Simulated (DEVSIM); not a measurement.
System: Al/SiON/p-GaAs capacitor, at 250 K.

Layer 1 from the left is SiON, thickness (nm) 10.0. Layer 2 from the left is GaAs, thickness (nm) 7600, Na (cm⁻³) 7.1e15.

Metal gate on the left, work function 4.1 eV. Fixed charge at the semiconductor interface 0 cm⁻² (in units of +e); no interface traps.

Constants are typed, rounded textbook-type inputs, not results; the design itself was drawn at random and stands for no fabricated device. Values at 300 K; Nc and Nv go as T^1.5, mobilities as T to minus their exponent, the gap by Varshni's rule with the affinity fixed.

SiON: gap (eV) 7, affinity (eV) 1.4, permittivity 5.5. GaAs: gap (eV) 1.424, affinity (eV) 4.07, permittivity 12.9, Nc (cm⁻³) 4.7e17, Nv (cm⁻³) 9e18, Varshni α (eV/K) 0.000541, Varshni β (K) 204.

**Question.** Estimate by hand the flat-band voltage, the threshold voltage, and compare with a numerical solution.

**Answer.** 
- Flat-band voltage: C = 0.487 μF/cm², work-function difference -1.268 V; VFB = φms − qNf/C = -1.27 V; numerical -1.27 V.
- Threshold voltage: φF = 0.607 V, depletion charge √(4εqNφF) = 5.62e-8 C/cm²; VT = VFB + 2φF + Qd/C = 0.06 V; numerical 0.06 V.

Simulated with DEVSIM: 1D Poisson equation in equilibrium, Boltzmann statistics, complete ionisation; no quantum confinement or tunnelling. Metal contacts follow the ideal Schottky-Mott rule: no Fermi-level pinning, no interface dipoles.
